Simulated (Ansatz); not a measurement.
**A computed series for Re: response to strain**

Base system: Re in the hcp (Mg type) structure (space group P6_3/mmc, No. 194; a = 2.752 Å, c = 4.440 Å; relaxed with 0.1 eV smearing).

Strains are applied to the cell and any free atomic positions relax.

Method: PBEsol (Ansatz, a quantum-chemistry and plane-wave program, PAW, no spin-orbit coupling).

Candidates:
(a) isotropic strain +0.50 %
(b) isotropic strain +1.00 %
(c) isotropic strain −1.00 %

Notes on the quantities. energy relative to the base: free energy F.

Q: Order them by energy relative to the base, highest first.

A: (c) isotropic strain −1.00 % (+17 meV/atom), (b) isotropic strain +1.00 % (+15 meV/atom), (a) isotropic strain +0.50 % (+3.9 meV/atom)

Whether these cells are dynamically stable was not tested. The final runs are not spin-polarised.
